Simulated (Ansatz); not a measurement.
For ZnWO4 (P2/c, No. 13), PBEsol in Ansatz (plane waves, PAW) gives:

- equilibrium volume per atom = 10.90 Å³/atom
- enthalpy of formation = -1.989 eV/atom

### Question
What does r²SCAN-D4 in Ansatz (plane waves, PAW) give for the same quantities?

### Answer

- equilibrium volume per atom: 10.87 Å³/atom (drops by 0.3 %)
- formation enthalpy: -2.175 eV/atom (moves by -0.186 eV/atom)

For comparison: equilibrium volume per atom 11.07 Å³/atom (measured, 293 K, copied from a table, unchecked, not corrected to a static lattice; as tabulated in Acta Chemica Scandinavica 53, 1103 (1999)).

Changes are worked out from the printed values.

Unless a cell is named, each level is at its own relaxed cell (PBEsol 10.90, r²SCAN-D4 10.87 Å³/atom).

Levels without +SOC leave out spin–orbit coupling, which shifts energies and cells of such heavy elements.

Caveats: a distance lies near a switch of the dispersion term, which can move the cell (r²SCAN-D4). Ansatz's density-functional and Hartree–Fock values are scalar-relativistic unless marked +SOC, with PAW data made under PBE.

Ansatz is a program for electronic structure.
